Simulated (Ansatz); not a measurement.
Base system: FePt (space group P4/mmm, No. 123; a = 2.7301 Å, c = 3.7639 Å; ferromagnetic).

Method: PBE (Ansatz, a first-principles code, PAW, spin-orbit coupling left out).

One change was made to it. Results:

```json
[
 {"quantity": "lattice parameter a", "base": "2.730 Å", "after": "2.597 Å"},
 {"quantity": "largest site moment", "base": "2.99 μB", "after": "2.67 μB"},
 {"quantity": "magnetic state", "base": "ferromagnetic", "after": "ferromagnetic"},
 {"quantity": "c/a ratio", "base": "1.379", "after": "1.375"}
]
```

Task: Which change produced these results?
A. pressure 45 GPa
B. pressure −1 GPa
C. pressure −2 GPa
D. pressure 1.8 GPa

Result: A, pressure 45 GPa. For comparison, the lattice parameter a in the other runs: pressure −2 GPa gives 2.740 Å; pressure −1 GPa gives 2.735 Å; pressure 1.8 GPa gives 2.722 Å.

The magnetic state is the one reached from the starting moments; the real material's order can differ, and small cells can't hold many antiferromagnetic ones. Load acts through the strain it causes; cell and atoms are relaxed under it. Whether these cells are dynamically stable was not tested. No other phases were tried under pressure.
